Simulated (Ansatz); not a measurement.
**A computed series for BeS: response to strain**

Base system: BeS in the zinc blende structure (space group F-43m, No. 216; a = 4.869 Å). Axes: x, y, z lie along the cube axes.

Strains are applied to the cell and any free atomic positions relax; under biaxial strain the out-of-plane vector relaxes too.

Calculations: plane-wave PAW DFT at the r2SCAN level (Ansatz, a quantum-chemistry and plane-wave program, 500 eV), no spin-orbit coupling.

```csv
variant,ratio −ε⊥/ε∥,smallest direct gap,shortest interatomic distance
base,–,6.22 eV,2.108 Å
"biaxial strain −3.00 %, plane normal [001], relaxed out of plane",0.75,6.08 eV,2.083 Å
"biaxial strain −2.50 %, plane normal [001], relaxed out of plane",0.76,6.10 eV,2.087 Å
"biaxial strain −2.00 %, plane normal [001], relaxed out of plane",0.76,6.13 eV,2.091 Å
"biaxial strain −1.50 %, plane normal [001], relaxed out of plane",0.76,6.16 eV,2.095 Å
"biaxial strain −1.00 %, plane normal [001], relaxed out of plane",0.76,6.18 eV,2.100 Å
"biaxial strain −0.50 %, plane normal [001], relaxed out of plane",–,6.21 eV,2.104 Å
```

Whether these cells are dynamically stable was not tested.
